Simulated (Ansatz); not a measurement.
Cubic perovskite SrVO3 was calculated with PBE in Ansatz (plane waves, PAW).

Settings: plane-wave cutoff 520 eV, 10×10×10 k mesh, Fermi–Dirac smearing 0.1 eV, perturbation theory, no spin polarisation, scalar-relativistic PAW data made under PBE.

Computed at the level's own relaxed cell.

```cif
data_O3SrV
_chemical_formula_sum 'Sr1 V1 O3'
_space_group_name_H-M_alt 'Pm-3m'
_space_group_IT_number 221
_space_group_name_Hall '-P 4 2 3'
_cell_length_a 3.85789
_cell_length_b 3.85789
_cell_length_c 3.85789
_cell_angle_alpha 90.000
_cell_angle_beta 90.000
_cell_angle_gamma 90.000
loop_
_atom_site_label
_atom_site_type_symbol
_atom_site_symmetry_multiplicity
_atom_site_Wyckoff_symbol
_atom_site_fract_x
_atom_site_fract_y
_atom_site_fract_z
_atom_site_occupancy
Sr1 Sr 1 a 0.00000 0.00000 0.00000 1
V1 V 1 b 0.50000 0.50000 0.50000 1
O1 O 3 c 0.00000 0.50000 0.50000 1
```

Harmonic phonon frequencies (cm⁻¹; i marks an imaginary mode):

```
q point                                                  frequencies
-------  -----------------------------------------------------------
Γ              0 0 0 153 153 153 311 311 311 327 327 327 541 541 541
X        110 110 157 157 160 253 310 310 343 343 351 507 507 529 560
M        108 112 112 129 169 287 287 355 355 453 459 459 481 488 651
R        116 116 116 140 140 140 383 383 383 460 460 460 531 531 717
```

No imaginary mode appears at these points.

Ansatz is a program for electronic structure.
